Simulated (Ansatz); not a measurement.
Defect migration in rutile-type MgF2: F vacancy, charge state +1. Method: PBE, PAW (plane waves to 420 eV; Ansatz, a quantum-chemistry and plane-wave program).

Settings: 72 host sites, the relaxed PBE lattice, the Γ point alone, smearing 0.01 eV, spin-restricted, no image-charge correction. Static, classical nuclei. The charge state is imposed; whether it is stable for some Fermi level was not computed. Forms of the defect that were not tried may lie lower.

Barriers: single points on a 2×2×2 k-point mesh shifted by half a step at the bands' geometries.

The step: one F atom jumps into the vacancy from a nearby F site. Atoms about the jump, Cartesian Å from the middle of the jump, before and after:

| atom | x0 | y0 | z0 | x1 | y1 | z1 |
|---|---|---|---|---|---|---|
| F1 | -0.23 | -1.11 | 0.73 | 0.23 | 1.11 | -0.73 |
| Mg2 | -1.37 | -0.44 | -0.75 | -1.32 | -0.12 | -0.91 |
| Mg3 | 1.31 | 2.23 | 0.95 | 1.18 | 2.09 | 0.79 |
| F4 | -2.03 | 0.70 | 0.72 | -2.01 | 0.57 | 0.79 |
| Mg5 | -1.16 | -0.24 | 2.33 | -1.32 | -0.12 | 2.50 |
| F6 | 0.28 | 1.20 | 2.31 | 0.23 | 1.11 | 2.31 |
| F7 | 2.53 | 0.68 | 0.77 | 2.61 | 0.68 | 0.79 |
| F8 | -0.23 | -1.11 | -2.23 | -0.29 | -1.15 | -2.27 |
| F9 | 2.10 | -1.70 | -0.75 | 2.02 | -1.65 | -0.69 |
| Mg10 | 1.17 | -2.61 | 0.79 | 1.35 | -2.79 | 0.79 |

Q: Where do these atoms stand at the saddle point, and how high is it?

A: 
```tsv
atom	x	y	z
F1	0.13	0.00	0.29
Mg2	-1.39	-0.28	-0.83
Mg3	1.16	1.95	0.90
F4	-2.24	0.62	0.78
Mg5	-1.26	-0.10	2.36
F6	0.18	1.25	2.48
F7	2.67	0.68	0.80
F8	-0.27	-1.11	-2.29
F9	2.14	-1.71	-0.76
Mg10	1.33	-2.67	0.76
```
It lies 0.71 eV above the start and 0.71 eV above the end. The program found a first-order saddle point.
